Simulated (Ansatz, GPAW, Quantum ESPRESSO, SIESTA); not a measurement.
# One structure in several programs: Ta2Co (I4/mcm, 6 atoms in the cell)

Self-consistent single point.

```xyz
6
Lattice="-3.0421 3.0421 2.4828 3.0421 -3.0421 2.4828 3.0421 3.0421 -2.4828" Properties=species:S:1:pos:R:3 pbc="T T T"
Ta     4.0238     0.9817     0.0000
Ta    -0.9817     2.0604     2.4828
Ta     2.0604     0.9817     2.4828
Ta     0.9817     2.0604     0.0000
Co     0.0000     0.0000     3.7241
Co     0.0000     0.0000     1.2414
```

Shared settings, as Ansatz (a first-principles code) writes them: kpoints.mp_grid.grid = 5 5 5; scf.occupations.method = fermi_dirac; scf.occupations.width = 0.1 eV. Potentials and cutoffs stand in the table.

```tsv
code	model	pressure (GPa)	largest force (eV/Å)	cutoff
GPAW	PBEsol, GPAW PAW datasets PBEsol (made by gpaw-setup)	-3.15	0.013	800 eV
SIESTA	GGA PBEsol, numerical atomic orbitals DZP, PseudoDojo PBEsol standard norm-conserving potentials (rewritten from UPF to PSML)	-7.13	0.108	grid 300 Ry
Quantum ESPRESSO	PBEsol, PSlibrary PAW (PBE) pseudopotentials	-5.18	0.002	50 Ry
Ansatz	PBEsol, PAW files made with PBE	-3.78	0.002	default
```

On Ansatz's run: spin-orbit coupling is off. Spin polarisation is off.

The spread over the programs that give each value: pressure within 3.98 GPa; largest force within 0.106 eV/Å.

SIESTA uses small atom-centred bases, whose incompleteness enters pressures, forces and empty levels differently from a plane-wave cutoff. Ansatz's pressure is given at a fixed set of plane waves, as the other plane-wave codes print theirs; with its correction for the finite basis it is -3.72 GPa. In the pressure, SIESTA (by 3.35) and Quantum ESPRESSO (by 1.40) lie more than 1 GPa from the median of the plane-wave programs. In the force vectors, SIESTA (by 0.109) lies more than 0.08 eV/Å from the median of the plane-wave programs.

On the base mesh (6 6 6) the same programs gave: Ansatz pressure -3.78 GPa; Quantum ESPRESSO pressure -5.17 GPa; GPAW pressure -3.16 GPa; SIESTA pressure -7.13 GPa.

The starting cell comes from a database of computed structures (which also holds hypothetical and non-ambient phases and stackings), without a prior relaxation at this level.

Left out of this page: CP2K (on another mesh); Elk (not drawn, or without a comparable value).

Keys are those of Ansatz 0.2.
